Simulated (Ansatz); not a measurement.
GeSb₄Te₇ (P-3m1, No. 164, 12 atoms in the cell; start mp-29641) was calculated with HSE06 in Ansatz (PAW).

Numerical settings: plane-wave cutoff 460 eV, 6×6×1 k mesh (along the axes of the cell as run), Fermi–Dirac smearing 0.01 eV, scalar-relativistic PAW data made under PBE.

Cell (relaxed with PBEsol):

```yaml
crystal:
  lattice:
    - [4.25514, 0.00000, 0.00000]
    - [-2.12757, 3.68506, 0.00000]
    - [0.00000, 0.00000, 23.36456]
  atoms:
    - { symbol: Ge, position: [0.00000, 0.00000, 0.50000] }
    - { symbol: Sb, position: [0.66667, 0.33333, 0.91596] }
    - { symbol: Sb, position: [0.33333, 0.66667, 0.08404] }
    - { symbol: Sb, position: [0.33333, 0.66667, 0.34428] }
    - { symbol: Sb, position: [0.66667, 0.33333, 0.65572] }
    - { symbol: Te, position: [0.33333, 0.66667, 0.84262] }
    - { symbol: Te, position: [0.66667, 0.33333, 0.15738] }
    - { symbol: Te, position: [0.00000, 0.00000, 0.72885] }
    - { symbol: Te, position: [0.00000, 0.00000, 0.27115] }
    - { symbol: Te, position: [0.66667, 0.33333, 0.42917] }
    - { symbol: Te, position: [0.33333, 0.66667, 0.57083] }
    - { symbol: Te, position: [0.00000, 0.00000, 0.00000] }
```

### Question
Estimate the band gap and direct gap at Γ that the calculation returns.

### Answer

band gap: 0.26 eV
direct gap at Γ: 0.55 eV

Note: cell and atoms aren't relaxed at this level (largest force component 0.26 eV/Å, pressure 1.0 GPa).

Spin–orbit coupling is not included; it can close the smallest gap of 0.26 eV.

Computed values are for the static lattice.

Computing time: very roughly 12 core-minutes.

A start named mp-… is a Materials Project structure, which need not be a measured phase.

Ansatz is an electronic-structure program.
